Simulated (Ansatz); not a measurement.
## NiSi: response to strain

The parent structure is NiSi (space group Pnma, No. 62; non-magnetic).

```xyz
8
Lattice="5.1899 0.0000 0.0000 0.0000 3.3505 0.0000 0.0000 0.0000 5.6240" Properties=species:S:1:pos:R:3 pbc="T T T"
Ni     2.6362     0.8376     3.8706
Ni     0.0412     0.8376     4.5654
Ni     2.5537     2.5128     1.7534
Ni     5.1487     2.5128     1.0586
Si     3.5251     0.8376     0.4655
Si     0.9302     0.8376     2.3465
Si     1.6648     2.5128     5.1586
Si     4.2597     2.5128     3.2775
```

Cartesian axes are those of the cell as printed.

Strains are applied to the cell and any free atomic positions relax; under biaxial strain the out-of-plane vector relaxes too; under stress the whole cell relaxes.

Computed with Ansatz (a quantum-chemistry and plane-wave program), PBE, PAW, cutoff 420 eV, no spin-orbit coupling.

Notes on the quantities. pressure: mean of the normal stresses, compression positive.

| change | pressure | volume per atom |
|---|---|---|
| base | 0.0 GPa | 12.22 Å³ |
| biaxial strain −3.41 %, plane normal [001], relaxed out of plane | 7.0 GPa | 11.84 Å³ |
| biaxial strain −1.74 %, plane normal [001], relaxed out of plane | 3.6 GPa | 12.01 Å³ |
| biaxial strain −1.17 %, plane normal [001], relaxed out of plane | 2.4 GPa | 12.08 Å³ |
| biaxial strain +0.85 %, plane normal [001], relaxed out of plane | [?] | [?] |
| biaxial strain +1.07 %, plane normal [001], relaxed out of plane | -2.0 GPa | 12.36 Å³ |
| biaxial strain +4.33 %, plane normal [001], relaxed out of plane | -6.4 GPa | 12.71 Å³ |
| uniaxial stress, 0.5 GPa compression along z | – | 12.21 Å³ |

**Question.** Complete the table.

**Answer.** 
- biaxial strain +0.85 %, plane normal [001], relaxed out of plane, pressure: -1.6 GPa
- biaxial strain +0.85 %, plane normal [001], relaxed out of plane, volume per atom: 12.33 Å³

Without a gap, meshes like the base's 9×14×8 leave anisotropic stresses uncertain by several tenths of a GPa, and small strain energies with them. Beyond what the load breaks, stability against distortions was not tested. Seeded moments were not kept for the base. The final runs are not spin-polarised.
